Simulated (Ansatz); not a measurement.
Input and output of a zone-centre phonon calculation for LaGe3Os (I4mm, 5 atoms in the cell) (Ansatz, a program for electronic structure).

Level of theory: LDA (PW92), PAW files made with PBE (plane waves; Ansatz).

```
CELL_PARAMETERS angstrom
     -2.22445     2.22445     5.09051
      2.22445    -2.22445     5.09051
      2.22445     2.22445    -5.09051
ATOMIC_POSITIONS crystal
  La 0.99834 0.99834 0.00000
  Ge 0.42564 0.42564 0.00000
  Ge 0.25966 0.75966 0.50000
  Ge 0.75966 0.25966 0.50000
  Os 0.65869 0.65869 0.00000
```

Reference input (self-consistent single point, DFT, LDA (PW92), plane waves, PAW files made with PBE): kpoints.mp_grid.grid = 6 6 6; hamiltonian.xc = lda; hamiltonian.pseudopotentials = {kind: paw} (the program's default PAW files); scf.occupations.method = fermi_dirac; scf.occupations.width = 0.1 eV. This run's input differs from it in these lines:

```diff
@@ -18,6 +18,4 @@
   occupations: { method: fermi_dirac, width: 0.1 }
-output:
-  forces: true
-  eigenvalues: true
-  stress: true
+phonons:
+  method: dfpt
```

The program printed (abridged):

```
SCF iter   1: F=—  HF=-29847.386940 eV  |F-HF|=—  |Δ(HF+E_count)|=         —  Δρ=7.46e-2  dr2=1.29e1  ethr=3.10e-3  ⟨swp⟩=5.9  Hψ=13871  notcnv=0
all-band conjugate gradients solve this SCF's bands
automatic band count: the SCF goes on with 49 bands, as 42 were too few: the levels above may hold too much charge
preconditioner: auto → Kerker (q_TF=auto, 2.561 Å⁻¹)
   [... lines left out ...]
SCF iter  12: F=—  HF=-29845.783383 eV  |F-HF|=—  |Δ(HF+E_count)|=   1.87e-9  Δρ=4.65e-7  dr2=1.99e-10  ethr=1.26e-11  ⟨swp⟩=2.0  Hψ=3194  notcnv=0  defer=27
SCF iter  13: F=—  HF=-29845.783383 eV  |F-HF|=—  |Δ(HF+E_count)|=  1.09e-11  Δρ=1.44e-7  dr2=1.88e-11  ethr=1.00e-12  ⟨swp⟩=2.1  Hψ=2942  notcnv=0  defer=27
SCF iter  14: F=—  HF=-29845.783383 eV  |F-HF|=—  |Δ(HF+E_count)|=  1.46e-11  Δρ=6.36e-8  dr2=3.88e-12  ethr=1.00e-12  ⟨swp⟩=9.6  Hψ=10270  notcnv=0
SCF iter  15: F=-29845.783383 eV  HF=-29845.783383 eV  |F-HF|=1.46e-11  |Δ(HF+E_count)|=  1.09e-11  Δρ=2.32e-8  dr2=5.48e-13  ethr=1.00e-12  ⟨swp⟩=5.0  Hψ=7894  notcnv=0
SCF 1 converged in 15 iterations: F = -29845.783383 eV  dr2 = 5.48e-13
DFPT response loops at Γ: preconditioner auto → Kerker (q_TF=auto, 2.561 Å⁻¹) (partly filled bands, converged f_vac=0.000) …
Free energy (F): -29845.783383 eV
Internal energy: -29845.726611 eV  (E = F + TS)
E sigma→0 (E₀):  -29845.754997 eV
Entropy (-TS):   -0.056772 eV (-11.354 meV/atom)
Fermi energy:    13.331815 eV
--- Phonons (Γ-DFPT): 9 representative perturbations + reference, on 46 of 216 k-points (Σ response iterations 30) ---
  k mesh reduced under 4 symmetry operations, with k and −k counted as one. Each operation leaves every solved displacement unchanged or reverses it
  ASR residual: 4.649e-4 → 0.000e0 eV/Å²; symmetrization residual: 2.875e-5 eV/Å²
  ASR residual per site (eV/Å²): 9.63e-5 1.64e-5 2.49e-5 2.49e-5 4.65e-4
  Γ frequencies (cm⁻¹): 0.00 0.00 0.00 89.37 89.37 107.16 115.46 115.46 145.98 149.77 149.77 194.37 249.25 259.27 259.27
  non-analytic LO–TO correction: not included (Born effective charges unavailable; polar crystals: no LO–TO splitting at Γ)
```

The run converged in 15 iterations. 

Summary of the result:
- Free energy E − TS (on the zero of these files) = -29845.7834 eV
- Fermi level (on the code's own zero) = 13.33 eV
- Zone-centre frequencies (cm⁻¹; negative means imaginary) = 0, 0, 0, 89, 89, 107, 115, 115, 146, 150, 150, 194, 249, 259, 259

The starting cell comes from a database of computed structures (which also holds hypothetical and non-ambient phases and stackings), without a prior relaxation at this level. Spin polarisation is off.

Cost on one core of a shared machine: roughly 5 min.

Keys are those of Ansatz 0.2.
